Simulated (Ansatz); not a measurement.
## Hypothetical fluorite ZrS2: pressure series

Base system: ZrS2 in the fluorite structure (space group Fm-3m, No. 225; a hypothetical phase, not in the database extracts checked).

```
CELL_PARAMETERS angstrom
      0.00000     3.09430     3.09430
      3.09430     0.00000     3.09430
      3.09430     3.09430     0.00000
ATOMIC_POSITIONS crystal
  Zr 0.00000 0.00000 0.00000
  S  0.25000 0.25000 0.25000
  S  0.75000 0.75000 0.75000
```

Cell and atoms are relaxed at each pressure.

Calculations: Ansatz (an electronic-structure program), PBEsol, PAW, cutoff 420 eV, scalar-relativistic without spin-orbit coupling.

```csv
pressure (GPa),volume per atom (Å³/atom)
-2,20.123
-1,19.934
0,19.751
3,?
7,18.674
15,17.721
30,16.386
50,15.112
75,13.962
```

Problem. Fit the third-order Birch–Murnaghan form P(V) = (3B₀/2)[(V₀/V)^(7/3) − (V₀/V)^(5/3)]·[1 + (3/4)(B₀′ − 4)((V₀/V)^(2/3) − 1)] (squares taken in P) to the rows shown and predict the withheld row.

Solution. Least squares on the printed values gives V₀ = 19.752 Å³/atom, B₀ = 113 GPa, B₀′ = 3.8; this predicts 19.258 Å³/atom, and the run gives 19.255 Å³/atom, 0.003 lower.

Load acts through the strain it causes; cell and atoms are relaxed under it. No phonon test of stability was made. No other phases were tried under pressure. The final runs are not spin-polarised.
